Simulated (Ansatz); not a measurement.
The parent structure is ZnS in the zinc blende structure (space group F-43m, No. 216; a = 5.444 Å).

Levels (all Ansatz, a quantum-chemistry and plane-wave program, PAW, earlier PAW set): PBE (420 eV, no SOC); r2SCAN (500 eV, no spin-orbit coupling).

Levels that relaxed their own cell: PBE and r2SCAN.

| level | band gap | lattice parameter a |
|---|---|---|
| PBE | 2.01 eV | 5.444 Å |
| r2SCAN | 2.70 eV | 5.390 Å |

Measured: band gap 3.94 eV (static lattice; corrected from measurement; as listed in Wei Chen et al., Physical Review Materials (2018)); lattice parameter a 5.41 Å (room temperature; as listed in Martin Albrecht, Beate Paulus, Hermann Stoll, Phys. Rev. B (1997)).

Computed minus measured — band gap: PBE -1.93 eV, r2SCAN -1.24 eV (closest: r2SCAN); lattice parameter a: PBE +0.6 %, r2SCAN -0.4 % (closest: r2SCAN). Measured values not marked as corrected hold thermal and zero-point effects that the static-lattice runs lack. A measured gap can be an optical one, lowered by exciton binding.

Stability against distortions was not tested.
